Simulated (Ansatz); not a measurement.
The reference is Tl$_{5}$Te$_{3}$ (space group I4/mcm, No. 140; a = 8.7691 Å, c = 12.7598 Å). Axes: x, y, z lie along a, b, c of the conventional cell.

Method: Kohn–Sham DFT with the PBEsol functional, run in Ansatz (an electronic-structure program) with PAW and 420 eV plane waves, without spin-orbit coupling.

Base values:

```
Quantity                        Result
-----------------------------  -------
Shortest interatomic distance  3.152 Å
Band gap                          zero
```

Modification: uniaxial stress, 2 GPa tension along x, with the cell and atoms free to relax against it.

### Question
What happens to the energy relative to the base?

### Answer
The energy rises by 14 meV/atom.

### Question
What does the calculation give for the shortest interatomic distance after the change?

### Answer
The shortest interatomic distance falls by 0.0883 Å, from 3.152 Å to 3.063 Å.

### Question
Predict the new band gap.

### Answer
The band gap is still zero.

Without a gap, meshes like the base's 6×6×6 leave anisotropic stresses uncertain by several tenths of a GPa, and small strain energies with them. Load acts through the strain it causes; cell and atoms are relaxed under it. Beyond what the load breaks, stability against distortions was not tested. All final runs are without spin polarisation.
